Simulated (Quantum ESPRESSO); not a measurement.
## What a tighter setting buys: ecutwfc, Mg₁₆Al₁₂Cd (Cm, 29 atoms in the cell)

Cell: a = 9.0910 Å, b = 9.0910 Å, c = 9.1154 Å, α = 109.30°, β = 109.30°, γ = 109.18°.

Computed with LDA (PZ), GBRV 1.5 ultrasoft (LDA) pseudopotentials (plane waves; Quantum ESPRESSO).

Base settings: ecutwfc = 40 Ry; ecutrho = 200 Ry; occupations = smearing; smearing = gauss; degauss = 0.0073499 Ry; potentials = {Mg: mg_lda_v1.4.uspp.F.UPF, Al: al_lda_v1.uspp.F.UPF, Cd: cd_lda_v1.uspp.F.UPF}; K_POINTS = automatic 3 3 3 0 0 0; conv_thr = 1e-10 Ry; mixing_beta = 0.7.

Misses are taken against the tightest run, 40 Ry, which need not be fully converged itself. The energy is the free energy per atom.

The count of work is k-points × plane waves × bands × iterations; it is no time, and leaves out set-up, grids and terms that scale otherwise. Core times come from one kind of shared machine and are given to one figure; runs under 30 s give none.

The starting cell comes from a database of computed structures (which also holds hypothetical and non-ambient phases and stackings), without a prior relaxation at this level.

The runs (ecutwfc): 16 Ry (ecutrho: 200 Ry → 80 Ry) | 20 Ry (ecutrho: 200 Ry → 100 Ry) | 24 Ry (ecutrho: 200 Ry → 120 Ry) | 28 Ry (ecutrho: 200 Ry → 140 Ry) | 32 Ry (ecutrho: 200 Ry → 160 Ry) | 40 Ry.

### Question
What does the step from 16 Ry (ecutrho: 200 Ry → 80 Ry) to 32 Ry (ecutrho: 200 Ry → 160 Ry) buy?

### Answer
It takes the miss in the energy from 14000 to 27 meV/atom, for 2.8 times the count of work and roughly 3 times the time.

| ecutwfc | energy less reference (meV/atom) | pressure less reference (GPa) | largest difference in the force on any atom (eV/Å) | count of work / reference | core time / reference (rough) |
|---|---|---|---|---|---|
| 16 Ry (ecutrho: 200 Ry → 80 Ry) | 13596.47 | -389.36 | 0.100 | 0.25 | 0.3 |
| 20 Ry (ecutrho: 200 Ry → 100 Ry) | 3485.61 | -127.70 | 0.019 | 0.35 | 0.4 |
| 24 Ry (ecutrho: 200 Ry → 120 Ry) | 840.31 | -39.61 | 0.007 | 0.47 | 0.5 |
| 28 Ry (ecutrho: 200 Ry → 140 Ry) | 174.70 | -10.93 | 0.002 | 0.59 | 0.6 |
| 32 Ry (ecutrho: 200 Ry → 160 Ry) | 27.26 | -2.40 | 0.001 | 0.72 | 0.7 |
| 40 Ry | 0.00 | 0.00 | 0.000 | 1.0 | 1 |

The last two settings still differ by 27 meV/atom, so the table cannot show that the reference is converged.
